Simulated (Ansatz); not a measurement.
For rock-salt LaTe, LDA (Ansatz, a quantum-chemistry and plane-wave program, plane waves, PAW) gives:

```
Item                   Value
------------------  --------
lattice constant a   6.345 Å
bulk modulus        65.8 GPa
```

Q: What does r²SCAN in Ansatz (plane waves, PAW) give for the same quantities?

A: 
- lattice constant a: 6.496 Å (increases by 2.4 %)
- bulk modulus: 57.7 GPa (drops by 12 %)

Changes are worked out from the printed values.

Unless a cell is named, each level is at its own relaxed cell (LDA 31.93, r²SCAN 34.26 Å³/atom).

Caveats: the bulk modulus is −V dP/dV from two relaxed cells at ±2 % in volume (LDA, r²SCAN). Ansatz's density-functional and Hartree–Fock values are scalar-relativistic unless marked +SOC, with PAW data made under PBE.
